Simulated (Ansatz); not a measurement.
The parent structure is InP in the zinc blende structure (space group F-43m, No. 216; a = 5.9070 Å).

Structures relaxed with r2SCAN (Ansatz, a program for electronic structure), without spin-orbit coupling.

Base:

Simulated powder pattern, Mo Kα, λ = 0.71073 Å (kinematic, ideal powder, no thermal factors, no anomalous dispersion; the 8 strongest lines at most, above 2 %, up to 2θ = 40°):

```tsv
2θ (°)	I/Imax (%)	hkl
11.96	100	(111)
13.82	26	(200)
19.59	61	(220)
23.02	52	(311)
27.85	11	(400)
30.40	22	(331)
34.28	22	(422)
36.43	16	(511)
```

One thing is altered: every P is replaced by As, then cell and atoms are relaxed.

**Question.** Predict the new powder pattern.

**Answer.** 
Simulated powder pattern, Mo Kα, λ = 0.71073 Å (kinematic, ideal powder, no thermal factors, no anomalous dispersion; the 8 strongest lines at most, above 2 %, up to 2θ = 40°):

```tsv
2θ (°)	I/Imax (%)	hkl
11.56	100	(111)
18.94	81	(220)
22.25	54	(311)
26.91	15	(400)
29.38	23	(331)
33.11	30	(422)
35.19	17	(511)
38.42	9.1	(440)
```

The indices refer to each structure's own conventional cell; one index is shown for lines that coincide.

No phonon test of stability was made.
